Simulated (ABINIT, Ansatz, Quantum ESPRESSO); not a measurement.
One structure in several programs: Pb (Fm-3m, 1 atom in the cell)

Self-consistent single point.

```
Pb
1.0
    0.00000     2.52319     2.52319
    2.52319     0.00000     2.52319
    2.52319     2.52319     0.00000
Pb
1
Direct
  0.00000   0.00000   0.00000
```

Shared settings, as Ansatz (a quantum-chemistry and plane-wave program) writes them: kpoints.mp_grid.grid = 11 11 11; magnetization.spin_orbit = true; scf.occupations.method = fermi_dirac; scf.occupations.width = 0.05 eV. Potentials and cutoffs stand in the table.

```csv
code,model,pressure (GPa),cutoff
ABINIT,"PBE, spin-orbit coupling, norm-conserving pseudopotentials (PseudoDojo nc-fr-04 PBE standard)",-0.09,28 Ha
Quantum ESPRESSO,"PBE, spin-orbit coupling, PSlibrary fully relativistic PAW (PBE) pseudopotentials",-1.27,55 Ry
Ansatz,"PBE with spin-orbit coupling, default PAW files",-0.18,420 eV
```

The spread over the programs that give each value: pressure within 1.18 GPa.

Ansatz's pressure is given at a fixed set of plane waves, as the other plane-wave codes print theirs. In the pressure, Quantum ESPRESSO (by 1.10) lies more than 1 GPa from the median of the plane-wave programs.

The starting cell comes from a database of computed structures (which also holds hypothetical and non-ambient phases and stackings), without a prior relaxation at this level. Its lattice was rescaled by a random factor within 2.5 % of one.

Left out of this page: Elk and FLEUR (with a known weakness of the program); SIESTA (not drawn, or without a comparable value).

Keys are those of Ansatz 0.2.
